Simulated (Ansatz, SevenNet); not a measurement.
## C axis length of GePd (model structure, started from the CoSn type, P6/mmm, No. 191, 6 atoms in the cell) at several levels of theory

No measured value is used here.

Problem. Put these levels in order of the c axis length that they give for GePd (model structure, started from the CoSn type, P6/mmm, No. 191, 6 atoms in the cell), smallest first: PBE (Ansatz, an electronic-structure program), PBE-D3(BJ) (Ansatz), SevenNet-l3i5.

Solution. PBE-D3(BJ) (3.983 Å), PBE (4.020 Å), SevenNet-l3i5 (4.092 Å)

PBE-D3(BJ): a distance lies near a switch of the dispersion term, which can move the cell. Ansatz's density-functional and Hartree–Fock values are scalar-relativistic unless marked +SOC, with PAW data made under PBE.

Machine-learned potentials (SevenNet-l3i5) are trained on DFT data: a solid inside that data is no test of them.

A model structure was made by putting elements into a prototype or built by hand; it is no filed structure, need not be a known phase, and can be a saddle point held by its symmetry.
